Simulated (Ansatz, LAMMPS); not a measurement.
Si well of 21 atomic layers along [001] in random Si0.5Ge0.5, interfaces sharp. Cell 16.85 × 16.85 × 66.04 Å, Si622Ge242, 864 atoms. Prepared with Tersoff's 1989 multicomponent potential (SiCGe.tersoff) (LAMMPS): minimisation. 

Basis: localised support functions (accuracy medium) on a full density matrix. k-points: zone centre alone; occupations: Fermi-Dirac, 0.010 eV; spin polarisation not allowed. Scalar-relativistic, no spin-orbit coupling.

Task: Give the gap and bonding at the level PBE, support functions at accuracy medium on the grid of 370 eV (Ansatz, an electronic-structure program).

Result: 
- Kohn-Sham gap of the cell on its k-mesh: 0.17 eV
- weight of the highest filled level on the well: 0.30
- weight of the lowest empty level on the well: 0.98
- coordination (neighbours within 2.876 Å): 100.0 % 4-fold
- Ge-Ge bonds, mean ± spread: 2.477 ± 0.008 Å
- Ge-Si bonds, mean ± spread: 2.431 ± 0.009 Å
- Si-Si bonds, mean ± spread: 2.394 ± 0.007 Å
- bond angles, mean ± spread: 109.5° ± 1.4°
- pressure: -1.48 GPa
